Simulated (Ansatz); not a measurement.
An Ansatz (a program for electronic structure) run: Mg2Ge with a change (pressure −1 GPa); plane-wave PAW DFT at the LDA level (Ansatz, 420 eV), no spin-orbit coupling.

Input:

Ansatz 0.2 input:
```yaml
crystal:
  lattice:
    - [0, 3.1432457241, 3.1432457241]
    - [3.1432457241, 0, 3.1432457241]
    - [3.1432457241, 3.1432457241, 0]
  atoms:
    - { symbol: Mg, position: [0.25, 0.25, 0.25] }
    - { symbol: Mg, position: [0.75, 0.75, 0.75] }
    - { symbol: Ge, position: [0, 0, 0] }
basis: { ecutwfc: 420, ecutrho_ratio: 4, xc_grid: 2, fft_grid_basis: typed }
kpoints: { mp_grid: { grid: [13, 13, 13] } }
hamiltonian:
  xc: lda
  dispersion: none
  pseudopotentials: { kind: paw }
scf: { occupations: { method: fermi_dirac, width: 0.05 } }
relax: { f_tol: 0.01, max_steps: 60, cell: { stress_tol: 0.02, p_target: -1.0 } }
output: { forces: true, stress: true }
checkpoint: { write: state.ck, write_every: 1000 }
```

Output (explanatory and most iteration lines left out):

```
Relaxation: its limit of steps is 60 (relax.max_steps)
Pseudopotential: Mg, paw, valence charge 10
Pseudopotential: Ge, paw, valence charge 14
Crystal: 3 atoms, lattice volume = 62.110 Å³
Basis set: ecut = 420 eV, 1243 PW (Γ), exchange–correlation on 60×60×60 points (8 copies of the dense FFT grid, shifted against one another)
Bands: 21, of which v1, the nominal top of the filled ones, is band 17 counted from 1 (16 counted from 0)
Symmetry: 48 space group operations
Space group: Fm-3m (ITA 225), of the structure as read, at distance tolerance 4.0e-5 Å
k-points: 84 of 2197
Functional: x = slater, c = lda
SCF iter   1: F=—  HF=-8019.878352 eV  |F-HF|=—  |Δ(HF+E_count)|=         —  Δρ=7.41e-3  dr2=2.80e-2  ethr=1.77e-3  ⟨swp⟩=6.0  Hψ=7787  notcnv=0
SCF iter   2: F=—  HF=-8019.867716 eV  |F-HF|=—  |Δ(HF+E_count)|=   1.06e-2  Δρ=4.20e-3  dr2=1.24e-2  ethr=8.23e-5  ⟨swp⟩=2.9  Hψ=3889  notcnv=0
SCF 1 converged in 8 iterations: F = -8019.864489 eV  dr2 = 2.15e-8
relax step   1: F+E_penalty+E_count = -8019.86448909 eV  Δ(F+E_penalty+E_count) = +0.000e0 eV  max|allowed force component| = 6.476e-17 eV/Å  Δτ_max = 0.0000 Å  P = -0.000 GPa  Ω = 62.110 Å³  (8 SCF iters, dr2 threshold 1.00e-7 eV, accepted)
[... steps on the carried basis left out ...]
relax step   4: F+E_penalty+E_count = -8019.86078877 eV  Δ(F+E_penalty+E_count) = -7.434e-5 eV  max|allowed force component| = 8.635e-17 eV/Å  Δτ_max = 0.0000 Å  P = -1.003 GPa  Ω = 63.273 Å³  stress off target by 2.87e-3 GPa  SCF on the basis re-selected at this cell (its energy is not comparable with the rows above)  (5 SCF iters)
SCF converged after 5 iterations
Free energy (F): -8019.860789 eV
Internal energy: -8019.860159 eV  (E = F + TS)
E sigma→0 (E₀):  -8019.860474 eV
Entropy (-TS):   -0.000629 eV (-0.210 meV/atom)
Fermi energy:    7.028241 eV
--- Forces (eV/Å), atoms counted from 1 ---
  atom   1  Mg     0.00000000     0.00000000     0.00000000
  atom   2  Mg    -0.00000000    -0.00000000    -0.00000000
  atom   3  Ge    -0.00000000     0.00000000    -0.00000000
--- Stress (GPa, compression-positive) ---
       -1.002872      -0.000000       0.000000
        0.000000      -1.002872      -0.000000
        0.000000       0.000000      -1.002872
  P = ⅓ Tr σ = -1.0029 GPa (-10.029 kbar)
--- Relaxed structure (3 steps of the walk, 3 accepted, 1 SCFs on fresh bases) ---
  cell:  # Å, volume = 63.2733 Å³
    - [4.776911280839615e-35, 3.1627393592240103, 3.1627393592240103]
    - [3.1627393592240103, 4.553988754400433e-34, 3.1627393592240103]
    - [3.1627393592240103, 3.1627393592240103, 3.5667604230269127e-34]
  atoms:
    - { symbol: Mg, position: [0.24999999999999997, 0.24999999999999997, 0.24999999999999997] }
    - { symbol: Mg, position: [0.7499999999999999, 0.7499999999999999, 0.7499999999999999] }
    - { symbol: Ge, position: [1.2892652840481145e-34, -1.6083903543570538e-34, -1.667960367481389e-34] }
```

Load acts through the strain it causes; cell and atoms are relaxed under it. Whether these cells are dynamically stable was not tested. The cell was made from Mg₂Ge in the anti-fluorite structure (space group Fm-3m, No. 225) by this change: pressure −1 GPa.
